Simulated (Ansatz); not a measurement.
**MnPd (space group P4/mmm, No. 123; ferromagnetic)**

Space group P4/mmm (No. 123); a = b = 2.926 Å, c = 3.367 Å, α = β = γ = 90.00°

```csv
atom,site,symmetry,x,y,z
Mn,1a,4/mmm,0.0000,0.0000,0.0000
Pd,1d,4/mmm,0.5000,0.5000,0.5000
```

Level of theory: PBEsol in Ansatz (plane waves to 420 eV, PAW, without spin-orbit coupling). k-mesh 16×16×14 (Γ-centred); smearing 0.05 eV (Fermi–Dirac).

| Property | Value |
|---|---|
| Volume per atom | 14.42 Å³ |
| Density | 9.29 g/cm³ |
| Band gap | zero |
| Magnetic state | ferromagnetic |
| Total energy | -5387.771 eV/atom (σ→0; compares only within this code and set-up) |

Other magnetic orders, which the real material may have, were not ruled out. Stability against distortions was not tested.

Ansatz is a quantum-chemistry and plane-wave program.
